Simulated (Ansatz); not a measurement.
**A self-consistent single point of Os (P6_3/mmc, 2 atoms in the cell) with Ansatz (a quantum-chemistry and plane-wave program)**

Method: PBE (plane waves, PAW; Ansatz).

Input:

Ansatz 0.2 input:
```yaml
# Os
crystal:
  lattice:
    - [1.365000, -2.364249, 0.000000]
    - [1.365000, 2.364249, 0.000000]
    - [0.000000, 0.000000, 4.320000]
  atoms:
    - { symbol: Os, position: [0.333333, 0.666667, 0.250000] }
    - { symbol: Os, position: [0.666667, 0.333333, 0.750000] }
basis:
  ecutwfc: 30.9 Ry
kpoints:
  mp_grid:
    grid: [11, 11, 6]
hamiltonian:
  xc: pbe
  pseudopotentials:
    kind: paw
scf:
  occupations:
    method: gaussian
    width: 0.01 Ry
output:
  forces: true
  eigenvalues: true
  stress: true
```

Log, with long lists cut:

```
WARN the atoms were moved onto the symmetric positions of the space group found under crystal.symmetry.tolerance 1.0e-5 (fractional …
WARN ansatz: RAYON_NUM_THREADS=1 ignored (pool sized by the plan → 1); use --threads N
Pseudopotentials: kind: paw
Pseudopotential: Os, paw, valence charge 16
Crystal: 2 atoms, lattice volume = 27.883 Å³
Basis set: ecut = 420.4159175005146 eV, 537 PW (Γ), exchange–correlation on 40×40×60 points (8 copies of the dense FFT grid, shifted against one another)
Bands: 20, of which v1, the nominal top of the filled ones, is band 16 counted from 1 (15 counted from 0)
Symmetry: 24 space group operations
Space group: P63/mmc (ITA 194), of the structure as read, at distance tolerance 3.0e-5 Å
k-points: 64 of 726
Initial density: superposition of atomic densities (neutral atoms: chi_scale 0, normalization atom), corrected by the library's trained network
Initial wavefunctions: pseudopotential atomic-orbital guess
Eigensolver: davidson
Functional: x = pbe(κ = 0.804, μ = 0.2195149727645171), c = pbe(β = 0.06672455060314922)
SCF iter   1: F=—  HF=-22769.061150 eV  |F-HF|=—  |Δ(HF+E_count)|=         —  Δρ=9.30e-3  dr2=8.10e-3  ethr=1.77e-3  ⟨swp⟩=4.8  Hψ=4947  notcnv=0
all-band conjugate gradients solve this SCF's bands
preconditioner: auto → none
SCF iter   2: F=—  HF=-22769.064351 eV  |F-HF|=—  |Δ(HF+E_count)|=   3.20e-3  Δρ=5.44e-3  dr2=2.73e-3  ethr=2.53e-5  ⟨swp⟩=2.0  Hψ=2191  notcnv=0
SCF iter   3: F=—  HF=-22769.065890 eV  |F-HF|=—  |Δ(HF+E_count)|=   1.54e-3  Δρ=2.43e-4  dr2=9.02e-6  ethr=8.52e-6  ⟨swp⟩=2.0  Hψ=1782  notcnv=0
SCF iter   4: F=—  HF=-22769.065917 eV  |F-HF|=—  |Δ(HF+E_count)|=   2.74e-5  Δρ=5.46e-5  dr2=3.64e-7  ethr=2.82e-8  ⟨swp⟩=2.3  Hψ=2015  notcnv=0
iter 5 did not close the SCF: its close was put off for the readings that it lacked (scf_convergence_deferred on its scf_iter line)
SCF iter   5: F=-22769.065917 eV  HF=-22769.065917 eV  |F-HF|=2.95e-10  |Δ(HF+E_count)|=   5.11e-8  Δρ=5.33e-6  dr2=3.74e-9  ethr=1.14e-9  ⟨swp⟩=2.0  Hψ=1794  notcnv=0
SCF iter   6: F=-22769.065917 eV  HF=-22769.065917 eV  |F-HF|=4.37e-11  |Δ(HF+E_count)|=  4.40e-10  Δρ=9.63e-7  dr2=1.20e-10  ethr=1.17e-11  ⟨swp⟩=2.5  Hψ=4183  notcnv=0
SCF 1 converged in 6 iterations: F = -22769.065917 eV  dr2 = 1.20e-10
SCF converged after 6 iterations
Free energy (F): -22769.065917 eV
Harris-Foulkes:  -22769.065917 eV  (|F-HF|=4.37e-11)
Internal energy: -22769.050539 eV  (E = F + TS)
E sigma→0 (E₀):  -22769.058228 eV
Entropy (-TS):   -0.015379 eV (-7.689 meV/atom)
Fermi energy:    26.079089 eV
--- Per-component energies (eV) ---
  E_band       = -126.563394
  E_kinetic    = 1125.326579
  E_local      = -1559.734164  (includes V_loc(G=0)·N_el)
  E_nonlocal   = -3.642185
  E_hartree    = 649.926314
  E_xc         = -534.214425
  E_vxc        = -569.211389  (∫ρ·V_xc dr)
  E_paw        = -18023.749090  (= ΣΔE_a)
  E_vpaw       = -419.154680  (= ΣTr[D̂ρ^β])
  E_aug_tail   = -0.000164  (compensation charges beyond the density's cutoff)
  E_ewald      = -4422.963404
  E_smearing   = -0.015379  (= −TS)
  E_closure    = 0.000000  (closes the sum)
  Σ components = -22769.065917   (vs F -22769.065917, Δ=0.00e0)
--- Forces (eV/Å), atoms counted from 1 ---
  atom   1  Os     0.00000000    -0.00000000     0.00000000
  atom   2  Os    -0.00000000     0.00000000    -0.00000000
  max |Σ_I F_I| component: 1.85e-17 eV/Å
--- Stress (GPa, compression-positive) ---
       10.212778       0.000000      -0.000000
        0.000000      10.212778       0.000000
       -0.000000       0.000000       9.856157
  P = ⅓ Tr σ = 10.0939 GPa (100.939 kbar)
  The stress holds the Pulay correction. Without it, at fixed plane waves, as pw.x and ABINIT print it: P = 9.9989 GPa
--- Band table (eV; the first three rows and the last of 64) ---
  k-point 0: bands = ["-60.4777", "-60.3600", "-20.5091", "-19.5540", "-19.5540", "-19.3750", "-19.3750", "-19.3285", "15.1405", "18.2863", "23.0546", "23.0546", "23.2896", "23.8995", "23.8995", "24.5690", "24.5690", "26.1165", "27.8302", "27.8302"]
  k-point 1: bands = ["-60.4698", "-60.3679", "-20.4344", "-19.5421", "-19.5421", "-19.4124", "-19.3872", "-19.3872", "15.4863", "18.3256", "22.8786", "22.8786", "23.0939", "23.6838", "23.6838", "25.0532", "25.0532", "25.0910", "27.8603", "27.8603"]
  k-point 2: bands = ["-60.4484", "-60.3896", "-20.2273", "-19.6379", "-19.5096", "-19.5096", "-19.4201", "-19.4201", "16.4260", "18.2548", "22.6692", "22.7368", "22.7368", "23.2376", "23.2376", "23.3736", "26.0388", "26.0388", "27.6903", "27.6903"]
  k-point 63: bands = ["-60.3528", "-60.3528", "-20.2802", "-20.2802", "-19.9655", "-19.9655", "-19.5386", "-19.5386", "20.0353", "20.0353", "21.2871", "21.2871", "22.6564", "22.6564", "24.8206", "24.8206", "27.8721", "27.8721", "33.8245", "33.8245"]
```

The run converged in 6 iterations.

The starting cell has typed, rounded lattice constants, without a prior relaxation at this level. Spin-orbit coupling is off. Spin polarisation is off. With a pressure of about 10 GPa the cell is away from its equilibrium volume at this level. Ansatz's pressure includes its estimate of the finite-basis (Pulay) stress.
